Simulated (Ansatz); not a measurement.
ZnSe in the zinc blende structure (space group F-43m, No. 216)

ZnSe has the cubic space group F-43m (No. 216), the zinc blende structure, Pearson symbol cF8. Conventional cell: a = b = c = 5.666 Å, α = β = γ = 90.00°. Zn on 4a is surrounded by 4 Se at 2.453 Å (tetrahedral). Se on 4d has 4 Zn at 2.453 Å (tetrahedral). (Neighbours: up to the widest gap in distance over summed covalent radii, below 1.35, at either atom; cation-cation and far metal-metal contacts left out.)
(The calculation used a cell of 2 atoms; values per cell refer to that cell.)

Level of theory: r2SCAN (Ansatz, a first-principles code; PAW; 500 eV plane waves; spin-orbit coupling left out). k-mesh 10×10×10 (Γ-centred); smearing 0.05 eV (Fermi–Dirac).

- Volume per atom: 22.73 Å³
- Density: 5.27 g/cm³
- Band gap: 1.87 eV, direct at Γ
- Electron mass: 0.12 mₑ
- Hole mass (degenerate bands, along [100]): 0.13, 0.60, 0.60 mₑ
- Lowest conduction-band minima above the VBM: Γ 1.87 eV; L along ⟨111⟩ 3.05 eV; X along ⟨100⟩ 3.34 eV
- Total energy: -4402.750 eV/atom (σ→0; compares only within this code and set-up)

Effective masses come from finite differences of ±0.01 Å⁻¹. Stability against distortions was not tested.
